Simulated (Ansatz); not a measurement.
Start from BeS in the wurtzite structure (space group P6_3mc, No. 186; a = 3.412 Å, c = 5.625 Å; a hypothetical phase, not in the database extracts checked).

Levels (all Ansatz, a program for electronic structure, PAW): PBEsol (420 eV, no spin-orbit coupling); HSE06 (420 eV, without spin-orbit coupling).

Its gap is 3.44 eV with PBEsol and 4.58 eV with HSE06.

Modification: a hydrostatic pressure of 5 GPa.

With PBEsol the gap becomes 3.24 eV.

**Question.** If the HSE06 correction stayed the same, what would the HSE06 gap be, and what does the HSE06 run give?

**Answer.** A rigid correction of +1.14 eV gives 4.38 eV. The HSE06 run gives 4.38 eV, so the two effects roughly add.

Single points use the geometry relaxed with PBEsol. HSE06 gaps are upper bounds (no full band path). Load acts through the strain it causes; cell and atoms are relaxed under it. No phonon test of stability was made. Competing high-pressure phases were not computed.
